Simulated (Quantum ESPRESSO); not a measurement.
Quantum ESPRESSO 7.5, DFT, PBE, plane waves, SSSP 1.1.2 efficiency PBE: hcp Mg, atoms displaced (Mg8), 8 atoms. Basis and mesh were picked for this test and aren't claimed converged.

cell: 6.42, 6.42, 5.21 Å; 90, 90, 120°
distance to the nearest atom: 2.93 to 3.19 Å
task: scf
k mesh: 4×4×4
ecutwfc: 45 Ry
ecutrho: 360 Ry
occupations: smearing
smearing: mv
degauss: 0.02 Ry
conv_thr: 8e-09 Ry
tprnfor: true
tstress: false
k-point pools (-nk): 8
diagonalization: david (default)
k-points computed: 36
bands: 12
electrons: 16
G-vectors of the density: 144785
FFT grid: 75×75×60

Settings of this run: mixing_mode = local-TF, mixing_beta = 0.1, mixing_ndim = 8; 8 ranks.

```
SCF iteration  band solver's avg # of iterations (first pass)  estimated scf accuracy (Ry)
-------------  ----------------------------------------------  ---------------------------
1                                                         2.3                   0.03208964
2                                                         1.0                   0.02824768
3                                                         1.0                   0.00051625
4                                                         8.6                   0.00040879
5                                                         1.5                   0.00052594
6                                                         2.3                   0.00000468
7                                                         7.4                   0.00001265
8                                                         1.0                   0.00001269
9                                                         2.6                   0.00000022
10                                                        7.2                   0.00000093
11                                                        1.2                   0.00000102
12                                                        3.7                   0.00000005
13                                                        4.4                   0.00000006
14                                                        1.0                   0.00000008
15                                                        1.0                   0.00000009
16                                                        1.0                   0.00000010
17                                                        1.3                   0.00000016
18                                                        1.8                   0.00000004
19                                                        1.0                   0.00000002
20                                                        1.5                      2.5E-09
```

It converged after 20 SCF iterations.

Question: The cycle is slow. Which setting should be changed?

Answer: Several could match; the one computed here: mixing_beta = 0.7 (8 SCF iterations) or mixing_beta = 0.4 (11 SCF iterations), all else kept. The other changes of this size gave: mixing_mode = TF (16); mixing_mode = plain (17); mixing_beta = 0.2 (20). The first change moves the result by: energy equal as printed, forces (largest component) 0.058 meV/Å. Counts are of single runs.
